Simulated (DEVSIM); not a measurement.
System: illuminated GaAs p-on-n cell, one wavelength, at 400 K.

Layer 1 from the left is GaAs, thickness (μm) 0.670, Na (cm⁻³) 1.2e18, τn (s) 2.3e-9, τp (s) 4.1e-10, absorption coefficient (cm⁻¹) 50000. Layer 2 from the left is GaAs, thickness (μm) 0.720, Nd (cm⁻³) 2.5e15, τn (s) 1.2e-8, τp (s) 1.2e-8, absorption coefficient (cm⁻¹) 50000.

Left contact: ohmic, minority electron recombination velocity 10000 cm/s. Right contact: ohmic, minority hole recombination velocity 400 cm/s. Voltage is applied to the left contact. Recombination: SRH at mid-gap, radiative, Auger. Light enters at the left, 2.5e17 photons cm⁻² s⁻¹, one pass, no reflection. Mobility is μmin + (μ − μmin)/(1 + (N/Nref)^α).

The device is made up for the run: typed textbook-type constants, with dimensions and the other settings drawn at random. Values at 300 K; Nc and Nv go as T^1.5, mobilities as T to minus their exponent, the gap by Varshni's rule with the affinity fixed.

GaAs: gap (eV) 1.424, affinity (eV) 4.07, permittivity 12.9, Nc (cm⁻³) 4.7e17, Nv (cm⁻³) 9e18, μn (cm²/Vs) 8500, μp (cm²/Vs) 400, μn,min 500, μp,min 20, Nref,n 6e16, Nref,p 1.5e17, αn 0.39, αp 0.38, T exponent of μn 2.1, T exponent of μp 2.2, B (cm³/s) 2e-10, Cn (cm⁶/s) 1e-30, Cp (cm⁶/s) 1e-30, Varshni α (eV/K) 0.000541, Varshni β (K) 204.

Model (solved in DEVSIM): 1D drift-diffusion, Boltzmann statistics, complete ionisation; no tunnelling, impact ionisation, image-force lowering or self-heating.

### Question
What does the simulation give for the dark forward voltage at 100 A/cm², the potential step across the device at zero bias?

### Answer
dark forward voltage at 100 A/cm² 1.090 V; potential step across the device at zero bias 1.098 V.
